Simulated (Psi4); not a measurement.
Psi4 1.11, BP86/def2-svp: Mo(S)2(Cl)(NH2) ([NH2][Mo](=[S])(=[S])[Cl]), 7 atoms. The geometry is a generated start, not checked to be a minimum at this level.

```json
{
 "task": "energy",
 "method": "bp86",
 "basis": "def2-svp",
 "memory": "3 GB",
 "maxiter": "100",
 "keys_of_the_molecule_block": "symmetry c1",
 "scf_type": "df (default)",
 "e_convergence": "1e-06 (default)",
 "d_convergence": "1e-06 (default)",
 "dft_radial_points": "75 (default)",
 "dft_spherical_points": "302 (default)",
 "effective_core_potentials": "those of the basis set, past Kr",
 "basis_functions": "109",
 "grid_points": "151201"
}
```

```xyz
7

Mo    -0.2893    -0.2095     0.5848
S     -0.5176     1.5749     1.7633
S      1.1548    -1.5015     1.5132
Cl    -2.1917    -1.2282     0.3996
N      0.4468     0.3270    -1.0776
H      1.1190    -0.1917    -1.6510
H      0.2782     1.2290    -1.5323
```

Charge 0 and multiplicity 1 are set for this test and not shown to be the ground state.

With the defaults (diis = true, scf_initial_accelerator = adiis, damping_percentage = 0, diis_max_vecs = 10, guess = auto, which took SAD, soscf = false, soscf_start_convergence = 0.01) it converges in 13 SCF iterations. One run each on 2 threads, with these changes:
- diis = false, scf_initial_accelerator = none, damping_percentage = 60
- guess = huckel
- diis_max_vecs = 6
- guess = core
- diis_max_vecs = 3
- guess = sap
- soscf = true, soscf_start_convergence = 0.1
- guess = sapgau
- scf_initial_accelerator = none

Task: Name the settings that don't reach the solution of the defaults.

Result: No convergence: diis = false, scf_initial_accelerator = none, damping_percentage = 60 (the run ends without SCF convergence in 100 iterations). The rest reach the solution of the defaults.

| setting | SCF iterations | JK calls | end |
|---|---|---|---|
| soscf = true, soscf_start_convergence = 0.1 | 11 | 52 | same solution |
| the defaults | 13 | 14 | same solution |
| scf_initial_accelerator = none | 14 | 15 | same solution |
| guess = huckel | 14 | 48 | same solution |
| diis_max_vecs = 6 | 16 | 17 | same solution |
| guess = core | 17 | 17 | same solution |
| guess = sap | 19 | 19 | same solution |
| guess = sapgau | 21 | 21 | same solution |
| diis_max_vecs = 3 | 96 | 97 | same solution |
| diis = false, scf_initial_accelerator = none, damping_percentage = 60 | 100 | 101 | no convergence |

An SOSCF iteration holds several JK calls; a Hückel guess adds calls on atoms. 1 further run of the study ended by our limits or in an error and is left out.
